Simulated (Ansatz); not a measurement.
BP (model structure, started from the rocksalt type, Fm-3m, No. 225, 2 atoms in the cell)

The numbers are results of r²SCAN (plane waves, PAW; Ansatz, a quantum-chemistry and plane-wave program), not measurements.

Settings: plane-wave cutoff 560 eV, 22×22×22 k mesh, Fermi–Dirac smearing 0.05 eV, scalar-relativistic PAW data made under PBE.

Cell (relaxed at this level):

```yaml
crystal:
  lattice:
    - [0.00000, 2.16045, 2.16045]
    - [2.16045, 0.00000, 2.16045]
    - [2.16045, 2.16045, 0.00000]
  atoms:
    - { symbol: P, position: [0.00000, 0.00000, 0.00000] }
    - { symbol: B, position: [0.50000, 0.50000, 0.50000] }
```

| Quantity | Value |
|---|---|
| band gap | none |
| bulk modulus B0 | 160 GPa |

Note: the bulk modulus is −V dP/dV from two relaxed cells at ±2 % in volume; the relaxation could raise the start's symmetry but not lower it, so the cell can be a saddle point.

Computed values are for the static lattice.

Computing time: around 60 core-seconds (rough).

A model structure was made by putting elements into a prototype or built by hand; it is no filed structure, need not be a known phase, and can be a saddle point held by its symmetry.
